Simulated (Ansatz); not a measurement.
Consider the following.

End structure of the (10-12) surface of hcp Re in its 1x1 cell, outermost plane spacing 1.09 Å in the ideal cut:

```yaml
crystal:
  lattice:
    - [2.77572, 0.00000, 0.00000]
    - [0.00000, 6.57218, 0.00000]
    - [0.00000, 0.00000, 27.00000]
  atoms:
    - { symbol: Re, position: [0.00000, 0.72873, 0.30646] }
    - { symbol: Re, position: [0.50000, 0.03675, 0.34101] }
    - { symbol: Re, position: [0.50000, 0.43985, 0.35615] }
    - { symbol: Re, position: [0.00000, 0.75732, 0.39865] }
    - { symbol: Re, position: [0.00000, 0.17073, 0.42027] }
    - { symbol: Re, position: [0.50000, 0.49031, 0.45775] }
    - { symbol: Re, position: [0.50000, 0.90504, 0.48089] }
    - { symbol: Re, position: [0.00000, 0.22203, 0.51911] }
    - { symbol: Re, position: [0.00000, 0.63676, 0.54225] }
    - { symbol: Re, position: [0.50000, 0.95634, 0.57973] }
    - { symbol: Re, position: [0.50000, 0.36974, 0.60135] }
    - { symbol: Re, position: [0.00000, 0.68721, 0.64385] }
    - { symbol: Re, position: [0.00000, 0.09032, 0.65899] }
    - { symbol: Re, position: [0.50000, 0.39833, 0.69354] }
```

Set-up: 14 atoms, 10.9 Å thick at the start; mesh 13x6x1; 0.1 eV smearing; dipole correction on; single point; on the structure that PBE left under its start's symmetry; no spin, no spin-orbit, no U.

Task: Estimate the surface energy (mean of both faces) that r2SCAN, at the PBE geometry run with Ansatz (a first-principles code) returns for this input.

Result: 3.55 J/m²

Task: Estimate the work function of the top face that r2SCAN, at the PBE geometry returns for this input.

Result: 4.67 eV
